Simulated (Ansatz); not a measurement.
An Ansatz (an electronic-structure program) input (DFT with PBE, PAW potentials and a 420 eV plane-wave cutoff in Ansatz, no SOC, earlier PAW set):

Ansatz 0.2 input:
```yaml
crystal:
  lattice:
    - [4.6076457552, 0, 0]
    - [0, 4.6076457552, 0]
    - [0, 0, 4.6076457552]
  atoms:
    - { symbol: Cu, position: [0.75, 0.75, 0.75] }
    - { symbol: Cu, position: [0.75, 0.25, 0.25] }
    - { symbol: Cu, position: [0.25, 0.75, 0.25] }
    - { symbol: Cu, position: [0.25, 0.25, 0.75] }
    - { symbol: F, position: [0, 0, 0] }
    - { symbol: F, position: [0.5, 0.5, 0.5] }
basis: { ecutwfc: 420, ecutrho_ratio: 4, xc_grid: 2, fft_grid_basis: typed }
kpoints: { mp_grid: { grid: [10, 10, 10] } }
hamiltonian:
  xc: pbe
  dispersion: none
  pseudopotentials: { azcp: { folder: ./paw }, kind: paw }
scf: { occupations: { method: fermi_dirac, width: 0.05 }, convergence: { dr2_threshold: 0.0000000006 } }
output: { forces: true, stress: true }
checkpoint: { write: state.ck, write_every: 1000 }
```

### Question
Which symmetry and how many k-points will the program report, and about how many plane waves at Γ?

### Answer
Space group Pn-3m (ITA 224) with 48 operations, k-points 56 of 1000, and 1935 plane waves at Γ.

Stability against distortions was not tested. No Hubbard U is applied and the magnetic state is the run's own (Cu2F not spin-polarised); small cells can't hold the antiferromagnetic order that many such compounds have, so gaps and moments can be off. All final runs are without spin polarisation. The cell was made from Cu2O by this change: O → F; the result is a hypothetical phase, not in the database extracts checked.
